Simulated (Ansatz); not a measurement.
## A computed series for Al2O3: response to strain

Consider Al$_{2}$O$_{3}$ in the corundum structure (space group R-3c, No. 167; a = 4.809 Å, c = 13.124 Å (hexagonal axes)).

Strains are applied to the cell and any free atomic positions relax.

Method: PBE (Ansatz, a quantum-chemistry and plane-wave program; PAW; 420 eV plane waves; scalar-relativistic without spin-orbit coupling).

Candidates:
(a) isotropic strain +3.00 %
(b) isotropic strain +0.75 %
(c) isotropic strain +1.50 %
(d) isotropic strain +2.25 %

Base values:

The band gap comes out as 5.85 eV.

Question: Order them by band gap, lowest first.

Answer: (a) isotropic strain +3.00 % (4.78 eV), (d) isotropic strain +2.25 % (5.04 eV), (c) isotropic strain +1.50 % (5.31 eV), (b) isotropic strain +0.75 % (5.58 eV)

Stability against distortions was not tested.
